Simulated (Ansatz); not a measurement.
The starting structures come from a database of crystals and need not be the phases stable at ambient conditions.

By PBEsol, the system below comes out a metal.

Here is the system:

```xyz
3
Lattice="4.7995 0.0000 0.0000 -2.3998 4.1565 0.0000 2.3998 1.3855 3.9188" Properties=species:S:1:pos:R:3 pbc="T T T"
Au     0.0000     0.0000     0.0000
Sb     2.3998     4.1565     2.9391
Sb     2.3998     1.3855     0.9797
```

Space group of this cell: Fm-3m. The cell was relaxed by PBE-D3(BJ).

The current flows along the normal of the first two printed cell vectors, the (111) plane of the conventional cell. No spin-orbit coupling; the value is a mean over 0.1 eV about the Fermi level.

Question: Estimate the ballistic conductance per area that PBEsol (Ansatz, a first-principles code) returns for this system.

Answer: 0.58 × 10¹⁵ S/m² for both spins.
